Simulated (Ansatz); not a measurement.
The reference is GaAs in the zinc blende structure (space group F-43m, No. 216; a = 5.659 Å). Axes: x, y, z lie along the cube axes.

Calculations: PBEsol, PAW, 420 eV (Ansatz, a first-principles code; no spin-orbit coupling).

Base values:

| Quantity | Value |
|---|---|
| Band gap | 0.42 eV |
| Pressure | 0.00 GPa |

It is then changed as follows: compressive biaxial strain of 0.50 % in the plane normal to [001], as in epitaxy on a mismatched substrate; the out-of-plane cell vector and the atoms relax.

Problem. How does this affect the band gap, pressure and out-of-plane strain?

Solution. The band gap rises by 0.02 eV to 0.44 eV; the pressure (mean of the normal stresses, compression positive) goes from zero to 0.39 GPa; the out-of-plane strain is +0.45 %.

Gaps are Kohn–Sham eigenvalue differences; semilocal functionals usually give less than the measured gap. Whether these cells are dynamically stable was not tested.
